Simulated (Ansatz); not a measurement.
Cost and result by functional for the surface energy of the (322) surface of fcc Pt in its 1x1 cell, outermost plane spacing 0.48 Å in the ideal cut, in Ansatz (plane waves, PAW). Single points on the PBE structure, on one kind of machine; costs are rough ratios of the slab run's core time (references not counted) to the cheapest single point. r2SCAN's cost holds its higher cutoff (500 against 420 eV). Differences are taken against r2SCAN for comparison alone: no measured value is at hand, so the table doesn't rank accuracy.

Model: 22-atom slab, 10.1 Å thick at the start (thin: gaps and levels are the slab's own), 13x4x1 mesh, Fermi-Dirac 0.1 eV, dipole correction, all atoms relaxed; held to the start's symmetry, so lower structures may exist; no spin, no spin-orbit, no U. These notes are the PBE run's.

```csv
functional,relative cost,surface energy (J/m²),less r2SCAN (J/m²)
LDA,1,2.25,0.40
PBEsol,1,2.06,0.21
RPBE,1,1.37,-0.49
r2SCAN,2,1.85,0.00
PBE (the relaxed run's value),–,1.63,-0.23
```

The values span 0.89 J/m², while the single points' costs differ by a factor of roughly 2. Differences are of unrounded values.

Ansatz is a quantum-chemistry and plane-wave program.
